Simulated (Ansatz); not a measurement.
# Ge, response to strain

Start from Ge in the diamond structure (space group Fd-3m, No. 227; a = 5.6744 Å). Axes: x, y, z lie along the cube axes.

Strains are applied to the cell and any free atomic positions relax; under biaxial strain the out-of-plane vector relaxes too.

Calculations: r2SCAN (Ansatz, a first-principles code, PAW, no spin-orbit coupling).

Notes on the quantities. energy relative to the base: free energy F; pressure: mean of the normal stresses, compression positive.

```json
[
 {"case": "base", "band gap": "0.36 eV", "energy relative to the base": "0 meV/atom", "pressure": "0.1 kbar", "volume per atom": "22.84 Å³"},
 {"case": "biaxial strain +0.83 %, plane normal [111], relaxed out of plane", "band gap": "0.16 eV", "energy relative to the base": "+1.7 meV/atom", "pressure": "-9.4 kbar", "volume per atom": "23.16 Å³"},
 {"case": "biaxial strain +1.25 %, plane normal [111], relaxed out of plane", "band gap": "0.06 eV", "energy relative to the base": "[?]", "pressure": "[?]", "volume per atom": "[?]"},
 {"case": "biaxial strain +1.67 %, plane normal [111], relaxed out of plane", "band gap": "zero", "energy relative to the base": "+6.7 meV/atom", "pressure": "-1.8 GPa", "volume per atom": "23.48 Å³"},
 {"case": "biaxial strain +2.08 %, plane normal [111], relaxed out of plane", "band gap": "zero", "energy relative to the base": "+10 meV/atom", "pressure": "-2.2 GPa", "volume per atom": "23.64 Å³"},
 {"case": "biaxial strain +2.50 %, plane normal [111], relaxed out of plane", "band gap": "zero", "energy relative to the base": "+14 meV/atom", "pressure": "-2.5 GPa", "volume per atom": "23.80 Å³"}
]
```

### Question
Fill in the withheld entries from the trend.

### Answer

- biaxial strain +1.25 %, plane normal [111], relaxed out of plane, energy relative to the base: +3.8 meV/atom
- biaxial strain +1.25 %, plane normal [111], relaxed out of plane, pressure: -13.8 kbar
- biaxial strain +1.25 %, plane normal [111], relaxed out of plane, volume per atom: 23.32 Å³

The mesh was chosen for an insulator and is coarse for the gapless case. No phonon test of stability was made. Gaps under 0.05 eV, about the width of the smearing, are given as zero. The zero or small gap of Ge under biaxial strain +0.83 %, plane normal [111], relaxed out of plane, Ge under biaxial strain +1.25 %, plane normal [111], relaxed out of plane, Ge under biaxial strain +1.67 %, plane normal [111], relaxed out of plane and Ge under biaxial strain +2.08 %, plane normal [111], relaxed out of plane can change with the level of theory.
